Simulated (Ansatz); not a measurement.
The reference is GaAs in the zinc blende structure (space group F-43m, No. 216; a = 5.6590 Å). Axes: x, y, z lie along the cube axes.

The change: strain tensor (xx, yy, zz, yz, xz, xy) = (+0.27, −0.81, +0.44, +1.03, +0.11, −0.15) %, atoms relaxed at fixed cell.

Levels (all Ansatz, a program for electronic structure, PAW): PBEsol (420 eV, spin-orbit coupling left out); r2SCAN (500 eV, no spin-orbit coupling); HSE06 (420 eV, no spin-orbit coupling).

One geometry, relaxed with PBEsol, under each level:

```csv
level,band gap,lowest conduction level above the VBM at special points,pressure
PBEsol,0.32 eV,Γ 0.32 eV; R 0.70 eV; Y 0.75 eV; X 0.91 eV,0.09 GPa
r2SCAN,0.89 eV,Γ 0.89 eV; R 1.13 eV; Y 1.18 eV; X 1.36 eV,0.39 GPa
HSE06,1.29 eV,Γ 1.29 eV; R 1.52 eV; Y 1.57 eV,–
```

Single points use the geometry relaxed with PBEsol. Their cutoffs differ, which shifts pressures a little. Whether these cells are dynamically stable was not tested. k-point labels follow each cell's own Brillouin zone.
